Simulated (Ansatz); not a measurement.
# Point-defect migration in wurtzite CdS

Some mobile defects of wurtzite CdS. Method: PBE, PAW (plane waves to 420 eV; Ansatz, a program for electronic structure).

Barriers are those of the lowest checked hop between equivalent sites, from the lowest site run (climbing-image NEB, static, fixed cells, no finite-size terms; on the finer meshes named, energies are single points at the band's geometries). One hop need not carry long-range diffusion, and untried routes could be lower. Saddle orders were checked for a part of the study's bands only and are not shown. Vacancies start on their lattice site; split forms were not set up. Charge states are imposed.

```json
[
 {"Defect": "interstitial Cd, charge +2", "Route": "Cd moves farthest", "Hop (Å)": "3.42", "Direction in the unit cell": "(0.00, -0.01, -0.50)", "Neighbours at the saddle": "2 Cd at 2.87, Cd at 2.88; 3 S at 2.52 Å", "Cell": "72 sites, 2×2×2 shifted along c", "Barrier (eV)": "(withheld)"},
 {"Defect": "Cd vacancy, charge -2", "Route": "a nearby Cd jumps into the vacancy", "Hop (Å)": "3.97", "Direction in the unit cell": "(-0.63, -0.32, 0.47)", "Neighbours at the saddle": "S at 2.38, S at 2.45 Å", "Cell": "72 sites, 2×2×2 shifted along c", "Barrier (eV)": "0.80"},
 {"Defect": "S vacancy, charge +2", "Route": "a nearby S jumps into the vacancy (strongly reconstructed ends)", "Hop (Å)": "4.22", "Direction in the unit cell": "(0.00, -1.01, 0.00)", "Neighbours at the saddle": "Cd at 2.46, Cd at 2.82, Cd at 2.84, Cd at 3.10, Cd at 3.12 Å", "Cell": "72 sites, 2×2×2 shifted along c", "Barrier (eV)": "1.20"}
]
```

Fill in the missing entries.


- interstitial Cd, charge +2, Barrier (eV): 0.45
